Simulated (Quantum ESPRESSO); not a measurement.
## Effort and miss along a sweep of ecutwfc: Zr (P6_3/mmc, 4 atoms in the cell)

```xyz
4
Lattice="3.1599 0.0000 0.0000 -1.5799 2.7365 0.0000 0.0000 0.0000 10.1669" Properties=species:S:1:pos:R:3 pbc="T T T"
Zr     0.0000     0.0000     0.0000
Zr     0.0000     0.0000     5.0834
Zr     0.0000     1.8243     2.5417
Zr     1.5799     0.9122     7.6252
```

Computed with PBE, GBRV 1.5 ultrasoft (PBE) pseudopotentials (plane waves; Quantum ESPRESSO 7.5).

Base settings: ecutwfc = 40 Ry; ecutrho = 320 Ry; occupations = smearing; smearing = marzari-vanderbilt; degauss = 0.0036749 Ry; potentials = {Zr: zr_pbe_v1.uspp.F.UPF}; K_POINTS = automatic 12 12 4 0 0 0; conv_thr = 1e-10 Ry.

Misses are taken against the tightest run, 80 Ry (ecutrho: 320 Ry → 640 Ry), which need not be fully converged itself. The energy is the free energy per atom.

The count of work is k-points × plane waves × bands × iterations; it is no time, and leaves out set-up, grids and terms that scale otherwise. Core times come from one kind of shared machine and are given to one figure; runs under 30 s give none.

The starting cell was generated: these elements placed on a structure prototype, without a prior relaxation; it need not be a known phase or ordering of this composition. Its lattice was rescaled by a random factor within 2.5 % of one. In the base run, with a pressure of about 6 GPa the cell is away from its equilibrium volume at this level.

| ecutwfc | energy less reference (meV/atom) | pressure less reference (GPa) | count of work / reference | core time / reference (rough) |
|---|---|---|---|---|
| 16 Ry (ecutrho: 320 Ry → 128 Ry) | 683.32 | -30.92 | 0.091 | 0.06 |
| 20 Ry (ecutrho: 320 Ry → 160 Ry) | 57.49 | -3.75 | 0.13 | 0.1 |
| 24 Ry (ecutrho: 320 Ry → 192 Ry) | 5.27 | -0.21 | 0.17 | 0.1 |
| 28 Ry (ecutrho: 320 Ry → 224 Ry) | 2.80 | -0.01 | 0.21 | 0.2 |
| 32 Ry (ecutrho: 320 Ry → 256 Ry) | 2.23 | 0.00 | 0.26 | 0.2 |
| 36 Ry (ecutrho: 320 Ry → 288 Ry) | 1.95 | 0.00 | 0.30 | 0.3 |
| 40 Ry | 1.59 | -0.01 | 0.36 | 0.2 |
| 46 Ry (ecutrho: 320 Ry → 368 Ry) | 1.28 | 0.00 | 0.44 | 0.3 |
| 52 Ry (ecutrho: 320 Ry → 416 Ry) | 1.19 | 0.00 | 0.56 | 0.6 |
| 60 Ry (ecutrho: 320 Ry → 480 Ry) | 0.61 | -0.02 | 0.65 | 0.5 |
| 70 Ry (ecutrho: 320 Ry → 560 Ry) | 0.05 | 0.00 | 0.82 | 0.6 |
| 80 Ry (ecutrho: 320 Ry → 640 Ry) | 0.00 | 0.00 | 1.0 | 1 |

Coarsest setting among those run that, with all tighter ones, holds the energy within 10 meV/atom of the reference: 24 Ry (ecutrho: 320 Ry → 192 Ry), off by 5.3 meV/atom; it needs 0.17 of the reference's count of work and about 0.1 of the reference's time.

Coarsest setting among those run that, with all tighter ones, holds the energy within 1 meV/atom of the reference: 60 Ry (ecutrho: 320 Ry → 480 Ry), off by 0.61 meV/atom; its saving against the reference is no more than about a factor of 2 in the count of work.

The step from 16 Ry (ecutrho: 320 Ry → 128 Ry) to 28 Ry (ecutrho: 320 Ry → 224 Ry): it takes the miss in the energy from 680 to 2.8 meV/atom, for 2.3 times the count of work and roughly 3 times the time.
